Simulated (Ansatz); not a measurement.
The parent structure is MgO in the rock salt structure (space group Fm-3m, No. 225; a = 4.2537 Å).

The change: every lattice vector is stretched by 3.67 %; the atoms relax in the strained cell.

Levels (all Ansatz, a quantum-chemistry and plane-wave program, PAW): PBE (420 eV, spin-orbit coupling left out); r2SCAN (500 eV, no spin-orbit coupling).

The geometry is relaxed with PBE.

| Item | Value |
|---|---|
| PBE lowest conduction level above the VBM at special points | Γ 3.52 eV; L 7.08 eV; X 8.58 eV; K 9.38 eV |
| PBE electron mass | 0.30 mₑ (at Γ) |
| PBE pressure | -12.91 GPa |
| PBE hole mass | 0.35, 2.3, 2.3 mₑ (at Γ) |

With r2SCAN at the same geometry, the lowest conduction level above the VBM at special points becomes Γ 4.35 eV; L 7.94 eV; X 9.65 eV; K 10.32 eV (PBE: Γ 3.52 eV; L 7.08 eV; X 8.58 eV; K 9.38 eV); the electron mass changes from 0.30 mₑ (at Γ) to 0.32 mₑ (at Γ); the pressure decreases by 4.92 GPa, from -12.91 GPa to -17.83 GPa; the hole mass (degenerate bands, along [100]) becomes 0.39, 2.3, 2.3 mₑ (at Γ) (PBE: 0.35, 2.3, 2.3 mₑ (at Γ)).

Single points use the geometry relaxed with PBE. Their cutoffs differ, which shifts pressures a little. The levels and masses belong to the bands next to the band gap. Effective masses come from finite differences of ±0.01 Å⁻¹. Whether these cells are dynamically stable was not tested.
